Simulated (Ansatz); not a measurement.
The structure below was relaxed with plane-wave PAW DFT at the PBE-D3(BJ) level (Ansatz, an electronic-structure program, 420 eV), spin-orbit coupling left out.

```yaml
crystal:
  lattice:
    - [3.16818, 0.00000, 0.00000]
    - [-1.58409, 2.74372, 0.00000]
    - [0.00000, 0.00000, 17.34311]
  atoms:
    - { symbol: C, position: [0.00000, 0.00000, 0.15846] }
    - { symbol: Sn, position: [0.00000, 0.00000, 0.50000] }
    - { symbol: C, position: [0.00000, 0.00000, 0.84154] }
    - { symbol: S, position: [0.33333, 0.66667, 0.23116] }
    - { symbol: S, position: [0.33333, 0.66667, 0.59652] }
    - { symbol: S, position: [0.33333, 0.66667, 0.90990] }
    - { symbol: S, position: [0.66667, 0.33333, 0.40348] }
    - { symbol: S, position: [0.66667, 0.33333, 0.76884] }
    - { symbol: S, position: [0.66667, 0.33333, 0.09010] }
```

Task: Find the space group and the Wyckoff positions.

Result: Space group P-3m1 (No. 164); a = 3.168 Å, b = 3.168 Å, c = 17.343 Å, α = 90.00°, β = 90.00°, γ = 120.00°

```csv
atom,site,symmetry,x,y,z
C,2c,3m.,0.0000,0.0000,0.1585
Sn,1b,-3m.,0.0000,0.0000,0.5000
S,2d,3m.,0.3333,0.6667,0.2312
S,2d,3m.,0.6667,0.3333,0.4035
S,2d,3m.,0.6667,0.3333,0.0901
```

Each cell is one ordered arrangement of few atoms, which overstates ordering effects compared with a random alloy. Stability against distortions was not tested. The final runs are not spin-polarised. The cell was made from SnS2 by this change: x(C) = 0.667, 9 atoms, P-3m1. The program warned that a D3 coordination switch lies within reach, so dispersion energies are less smooth here.
